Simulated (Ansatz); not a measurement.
Input and output of a self-consistent single point for TiSi2 (Fddd, 6 atoms in the cell) (Ansatz, a program for electronic structure).

Level of theory: PBEsol, PAW files made with PBE (plane waves; Ansatz).

```yaml
crystal:
  lattice:
    - [0.00000, 4.20892, 4.35754]
    - [2.44256, 0.00000, 4.35754]
    - [2.44256, 4.20892, 0.00000]
  atoms:
    - { symbol: Ti, position: [0.50000, 0.50000, 0.50000] }
    - { symbol: Ti, position: [0.75000, 0.75000, 0.75000] }
    - { symbol: Si, position: [0.83743, 0.16257, 0.83743] }
    - { symbol: Si, position: [0.16257, 0.83743, 0.16257] }
    - { symbol: Si, position: [0.41257, 0.08743, 0.41257] }
    - { symbol: Si, position: [0.08743, 0.41257, 0.08743] }
```

Reference input (self-consistent single point, DFT, PBE, plane waves, PAW files): kpoints.mp_grid.grid = 7 7 7; hamiltonian.xc = pbe; hamiltonian.pseudopotentials = {kind: paw} (the program's default PAW files); scf.occupations.method = gaussian; scf.occupations.width = 0.0147 Ry. This run's input differs from it in these lines:

Ansatz 0.2 input:
```diff
@@ -16,3 +16,3 @@
 hamiltonian:
-  xc: pbe
+  xc: pbesol
   pseudopotentials:
```

The program printed (abridged):

```
SCF iter   1: F=—  HF=-7438.223446 eV  |F-HF|=—  |Δ(HF+E_count)|=         —  Δρ=3.54e-2  dr2=1.97e0  ethr=3.10e-3  ⟨swp⟩=5.9  Hψ=7433  notcnv=0
all-band conjugate gradients solve this SCF's bands
preconditioner: auto → Kerker (q_TF=auto, 2.385 Å⁻¹)
SCF iter   2: F=—  HF=-7437.819113 eV  |F-HF|=—  |Δ(HF+E_count)|=   4.04e-1  Δρ=2.20e-2  dr2=6.87e-1  ethr=3.10e-3  ⟨swp⟩=1.5  Hψ=2233  notcnv=0  defer=7
   [... lines left out ...]
SCF iter   4: F=—  HF=-7437.577359 eV  |F-HF|=—  |Δ(HF+E_count)|=   1.19e-3  Δρ=7.46e-4  dr2=4.70e-4  ethr=1.09e-5  ⟨swp⟩=2.3  Hψ=2639  notcnv=0  defer=10
SCF iter   5: F=—  HF=-7437.577293 eV  |F-HF|=—  |Δ(HF+E_count)|=   6.65e-5  Δρ=1.66e-4  dr2=2.07e-5  ethr=1.18e-6  ⟨swp⟩=2.0  Hψ=1995  notcnv=0  defer=11
SCF iter   6: F=—  HF=-7437.577288 eV  |F-HF|=—  |Δ(HF+E_count)|=   4.65e-6  Δρ=2.83e-5  dr2=6.05e-7  ethr=5.18e-8  ⟨swp⟩=2.6  Hψ=2504  notcnv=0  defer=45
SCF iter   7: F=-7437.577288 eV  HF=-7437.577288 eV  |F-HF|=1.66e-8  |Δ(HF+E_count)|=   1.31e-7  Δρ=5.72e-6  dr2=2.76e-8  ethr=2.50e-10  ⟨swp⟩=8.7  Hψ=7259  notcnv=0
SCF 1 converged in 7 iterations: F = -7437.577288 eV  dr2 = 2.76e-8
Free energy (F): -7437.577288 eV
Internal energy: -7437.523773 eV  (E = F + TS)
E sigma→0 (E₀):  -7437.550531 eV
Entropy (-TS):   -0.053515 eV (-8.919 meV/atom)
Fermi energy:    11.572634 eV
--- Forces (eV/Å), atoms counted from 1 ---
  atom   1  Ti     0.00000000    -0.00000000     0.00000000
  atom   2  Ti    -0.00000000     0.00000000    -0.00000000
  atom   3  Si     0.00000000    -0.00946522     0.00000000
  atom   4  Si     0.00000000     0.00946522    -0.00000000
  atom   5  Si     0.00000000     0.00946522    -0.00000000
  atom   6  Si    -0.00000000    -0.00946522     0.00000000
--- Stress (GPa, compression-positive) ---
      -10.027716      -0.000000       0.000000
       -0.000000      -9.820179       0.000000
        0.000000       0.000000     -10.991765
  P = ⅓ Tr σ = -10.2799 GPa (-102.799 kbar)
  The stress holds the Pulay correction. Without it, at fixed plane waves, as pw.x and ABINIT print it: P = -10.2982 GPa
```

The run converged in 7 iterations. Against the reference run the pressure goes from -6.63 to -10.28 GPa and the largest force goes from 0.016 to 0.009 eV/Å.

The starting cell comes from a database of computed structures (which also holds hypothetical and non-ambient phases and stackings), without a prior relaxation at this level. Its lattice was rescaled by a random factor within 2.5 % of one. Spin polarisation is off. With a pressure of about -10 GPa the cell is away from its equilibrium volume at this level. Ansatz's pressure includes its estimate of the finite-basis (Pulay) stress.
